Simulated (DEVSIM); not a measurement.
Structure: abrupt Si n-p junction, at 300 K.

Layer 1 from the left is Si, thickness (μm) 46.0, Nd (cm⁻³) 4.5e17, τn (s) 3.3e-6, τp (s) 3.3e-6. Layer 2 from the left is Si, thickness (μm) 21.0, Na (cm⁻³) 1.2e15, τn (s) 3.3e-6, τp (s) 3.3e-6.

Left contact: ohmic. Right contact: ohmic. Voltage is applied to the left contact. Recombination: SRH at mid-gap, radiative, Auger. Mobility is μmin + (μ − μmin)/(1 + (N/Nref)^α).

The device is made up for the run: typed textbook-type constants, with dimensions and the other settings drawn at random. Values at 300 K.

Si: gap (eV) 1.124, affinity (eV) 4.05, permittivity 11.7, Nc (cm⁻³) 2.86e19, Nv (cm⁻³) 3.1e19, μn (cm²/Vs) 1417, μp (cm²/Vs) 470, μn,min 52, μp,min 45, Nref,n 9.7e16, Nref,p 2.2e17, αn 0.68, αp 0.72, B (cm³/s) 4.7e-15, Cn (cm⁶/s) 2.8e-31, Cp (cm⁶/s) 9.9e-32.

Simulated with DEVSIM: 1D drift-diffusion, Boltzmann statistics, complete ionisation; no tunnelling, impact ionisation, image-force lowering or self-heating.

Problem. What does the simulation give for the dark forward voltage at 100 A/cm², the dark forward voltage at 1 A/cm²?

Solution. dark forward voltage at 100 A/cm² 0.768 V; dark forward voltage at 1 A/cm² 0.575 V.
